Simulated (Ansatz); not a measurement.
The reference is BP in the zinc blende structure (space group F-43m, No. 216; a = 4.536 Å). Axes: x, y, z lie along the cube axes.

The values are results of r2SCAN (Ansatz, a program for electronic structure), no spin-orbit coupling, earlier PAW set, not measurements.

Small strains at fixed cell, atoms relaxed; stresses less that of the base, compression positive, in the order xx, yy, zz, yz, xz, xy:

```csv
strain tensor components (%),stress (GPa)
"0.00, 0.31, 0.00, 0.00, 0.00, 0.00","-0.22, -1.12, -0.22, 0.00, 0.00, 0.00"
"0.00, 0.00, -1.31, 0.00, 0.00, 0.00","1.03, 1.03, 4.80, 0.00, 0.00, 0.00"
"0.00, 0.00, 0.00, 0.00, 0.00, -1.08","0.10, 0.10, -0.01, 0.00, 0.00, 4.26"
"0.54, 0.54, 0.54, 0.00, 0.00, 0.00","-2.65, -2.65, -2.65, 0.00, 0.00, 0.00"
"0.00, -1.46, 0.00, 0.00, 0.00, 0.00","1.16, 5.36, 1.16, 0.00, 0.00, 0.00"
"0.00, 0.00, -0.58, 0.00, 0.00, 0.00","0.44, 0.44, 2.11, 0.00, 0.00, 0.00"
```

### Question
Extract the cubic elastic constants and what follows from them, and test mechanical stability.

### Answer
With σ_ii = C11 ε_ii + C12 (tr ε − ε_ii) and σ_ij = 2 C44 ε_ij (tension positive), least squares gives C11 ≈ 363 GPa, C12 ≈ 74 GPa and C44 ≈ 197 GPa (good to about 1 GPa or a few per cent; finite strains leave residuals up to 0.1 GPa). Then B = (C11 + 2 C12)/3 ≈ 170 GPa, C′ = (C11 − C12)/2 ≈ 144 GPa and the Zener ratio C44/C′ ≈ 1.4. The Born criteria for a cubic crystal are met. Phonon stability is a separate test, not made here.

No phonon test of stability was made.
